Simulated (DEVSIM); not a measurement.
System: Pd/Si3N4/SiO2/n-Si capacitor, at 300 K.

| layer (left to right) | material | thickness (nm) | Nd (cm⁻³) |
|---|---|---|---|
| 1 | Si3N4 | 7.50 | - |
| 2 | SiO2 | 1.40 | - |
| 3 | Si | 11000 | 2.8e15 |

Metal gate on the left, work function 5.2 eV. Fixed charge at the semiconductor interface 0 cm⁻² (in units of +e); no interface traps.

Constants are typed, rounded textbook-type inputs, not results; the design itself was drawn at random and stands for no fabricated device. Values at 300 K.

| parameter | Si3N4 | SiO2 | Si |
|---|---|---|---|
| gap (eV) | 5.1 | 9 | 1.124 |
| affinity (eV) | 2.1 | 0.9 | 4.05 |
| permittivity | 7.5 | 3.9 | 11.7 |
| Nc (cm⁻³) | - | - | 2.86e19 |
| Nv (cm⁻³) | - | - | 3.1e19 |

Simulated with DEVSIM: 1D Poisson equation in equilibrium, Boltzmann statistics, complete ionisation; no quantum confinement or tunnelling. Metal contacts follow the ideal Schottky-Mott rule: no Fermi-level pinning, no interface dipoles.

Task: Tabulate band edges, carrier densities and field at 0.5 V on the gate.

Result: Energies count from the Fermi level of the right contact; mesh points crowd at the junctions.

```
x (μm)    Ec (eV)  Ev (eV)  n (cm⁻³)  p (cm⁻³)  field (V/cm)
--------  -------  -------  --------  --------  ------------
0.000       2.600   -2.500     < 1e2     < 1e2        -27000
0.001558    2.596   -2.504     < 1e2     < 1e2        -27000
0.004347    2.588   -2.512     < 1e2     < 1e2        -27000
0.006725    2.582   -2.518     < 1e2     < 1e2        -27000
0.008138    3.776   -5.224     < 1e2     < 1e2        -53000
0.008981    0.622   -0.502     1.0e9    1.1e11        -18000
0.01095     0.618   -0.506     1.2e9    1.0e11        -18000
0.01937     0.604   -0.520     2.1e9    5.7e10        -17000
0.03778     0.573   -0.551     6.8e9    1.7e10        -16000
0.08534     0.500   -0.624    1.1e11     1.0e9        -14000
0.2151      0.351   -0.773    3.6e13   3200000         -8700
0.7345      0.239   -0.885    2.8e15     42000           -36
1.885       0.239   -0.885    2.8e15     42000           ≈ 0
4.857       0.239   -0.885    2.8e15     42000           ≈ 0
9.272       0.239   -0.885    2.8e15     42000           ≈ 0
10.34       0.239   -0.885    2.8e15     42000           ≈ 0
10.75       0.239   -0.885    2.8e15     42000           ≈ 0
10.91       0.239   -0.885    2.8e15     42000           ≈ 0
10.98       0.239   -0.885    2.8e15     42000           ≈ 0
11.00       0.239   -0.885    2.8e15     42000           ≈ 0
11.01       0.239   -0.885    2.8e15     42000           ≈ 0
11.01       0.239   -0.885    2.8e15     42000           ≈ 0
```
